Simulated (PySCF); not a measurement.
PySCF 2.14.0, CCSD (frozen core)/cc-pvdz: C[Si@](F)([SiH3])[SiH2]Cl, 14 atoms. The geometry is a generated start, not checked to be a minimum at this level.

| Property | Value |
|---|---|
| task | ccsd |
| basis | cc-pvdz |
| two-electron scheme | exact four-centre integrals |
| frozen core | true |
| mf.init_guess | minao (default) |
| mf.DIIS | CDIIS (default) |
| mf.diis_space | 8 (default) |
| mf.conv_tol | 1e-09 (default) |
| basis functions (reference run) | 140 |

On 4 threads, 1 BLAS thread. Build: conda-forge: OpenMP (GNU), OpenBLAS with its own threads, libcint, Libxc. Each setting ran once; only counts and results are compared.

Values of mol.max_memory tried: 8000 MB, 4000 MB, 2000 MB, 1000 MB, 500 MB, 300 MB, 200 MB.

Task: How low can the memory setting go, and what changes on the way?

Result: It runs down to 200 MB, the lowest tried, with the same result. At 8000 MB: SCF integrals in memory, transformation in memory. From 2000 MB down: SCF integrals in memory, transformation through a file. From 500 MB down: direct SCF, transformation through a file.

```csv
mol.max_memory,path,peak memory
8000 MB,"SCF integrals in memory, transformation in memory",1.7 GiB
4000 MB,"SCF integrals in memory, transformation in memory",1.7 GiB
2000 MB,"SCF integrals in memory, transformation through a file",1.9 GiB
1000 MB,"SCF integrals in memory, transformation through a file",1.9 GiB
500 MB,"direct SCF, transformation through a file",1.6 GiB
300 MB,"direct SCF, transformation through a file",1.6 GiB
200 MB,"direct SCF, transformation through a file",1.6 GiB
```

Peak memory is the kernel's count for the largest process, libraries included and scratch files not. The peak passes the setting at 2000 MB, 1000 MB, 500 MB, 300 MB, 200 MB: it is no hard cap.
